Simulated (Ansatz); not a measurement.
Response to strain in hypothetical P4_2/mnm AlN

Consider AlN (space group P4_2/mnm, No. 136; a hypothetical phase, not in the database extracts checked).

```
CELL_PARAMETERS angstrom
      5.32951     0.00000     0.00000
      0.00000     5.32951     0.00000
      0.00000     0.00000     3.12193
ATOMIC_POSITIONS crystal
  Al 0.82303 0.17697 0.50000
  Al 0.17697 0.82303 0.50000
  Al 0.32303 0.32303 0.00000
  Al 0.67697 0.67697 0.00000
  N  0.81542 0.81542 0.50000
  N  0.18458 0.18458 0.50000
  N  0.68458 0.31542 0.00000
  N  0.31542 0.68458 0.00000
```

Cartesian axes are those of the cell as printed.

Strains are applied to the cell and any free atomic positions relax.

Calculations: Ansatz (a program for electronic structure) PBE, without spin-orbit coupling.

Notes on the quantities. pressure: mean of the normal stresses, compression positive.

| change | band gap | electron mass | pressure | shortest interatomic distance | gap character |
|---|---|---|---|---|---|
| base | 3.73 eV | 0.33 mₑ along c, 0.31 mₑ across (at Γ) | 0.01 GPa | 1.878 Å | indirect, M–Γ (86 % along) → Γ |
| isotropic strain −0.93 % | 3.92 eV | 0.35 mₑ along c, 0.33 mₑ across (at Γ) | 5.46 GPa | 1.859 Å | indirect, M–Γ (86 % along) → Γ |
| isotropic strain +2.23 % | 3.27 eV | 0.30 mₑ along c, 0.28 mₑ across (at Γ) | -10.68 GPa | 1.922 Å | indirect, M–Γ (86 % along) → Γ |
| uniaxial strain ε_yy = −4.86 % | [?] | 0.33 mₑ along x, 0.34 mₑ along y, 0.35 mₑ along z (at Γ) | [?] | 1.852 Å | direct at Γ |

Complete the table.


- uniaxial strain ε_yy = −4.86 %, band gap: 3.94 eV
- uniaxial strain ε_yy = −4.86 %, pressure: 8.73 GPa

Masses are band curvatures over ±0.01 Å⁻¹ around the edge. Stability against distortions was not tested. Labels are those of the standard path for the cell's own space group.
